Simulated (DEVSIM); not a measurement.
System: abrupt Ge n-p junction, at 300 K.

Layer 1 from the left is Ge, thickness (μm) 0.100, Nd (cm⁻³) 6e17, τn (s) 9e-5, τp (s) 9e-5. Layer 2 from the left is Ge, thickness (μm) 290, Na (cm⁻³) 1.3e15, τn (s) 9e-5, τp (s) 9e-5.

Left contact: ohmic. Right contact: ohmic. Voltage is applied to the left contact. Recombination: SRH at mid-gap, radiative. Mobility is μmin + (μ − μmin)/(1 + (N/Nref)^α).

Constants are typed, rounded textbook-type inputs, not results; the design itself was drawn at random and stands for no fabricated device. Values at 300 K.

Ge: gap (eV) 0.664, affinity (eV) 4, permittivity 16, Nc (cm⁻³) 1.04e19, Nv (cm⁻³) 6e18, μn (cm²/Vs) 3900, μp (cm²/Vs) 1900, μn,min 150, μp,min 100, Nref,n 2.6e17, Nref,p 4e17, αn 0.56, αp 0.6, B (cm³/s) 6.4e-14.

**Question.** Estimate by hand the built-in potential, the peak field at zero bias, and compare with a numerical solution.

**Answer.** 
- Built-in potential: ni = √(Nc Nv) exp(−Eg/2kT) = 2.09e13 cm⁻³ with Eg = 0.664 eV; Vbi = kT/q ln(Na Nd/ni²) = 0.372 V; numerical 0.372 V.
- Peak field at zero bias: depletion approximation: W = √(2εVbi/(qN)) = 0.712 μm with N = 1.30e15 cm⁻³; field = 2Vbi/W = 10400 V/cm; numerical 36800 V/cm (estimate below by 72 %).

DEVSIM, 1D drift-diffusion, Boltzmann statistics, complete ionisation; no tunnelling, impact ionisation, image-force lowering or self-heating.
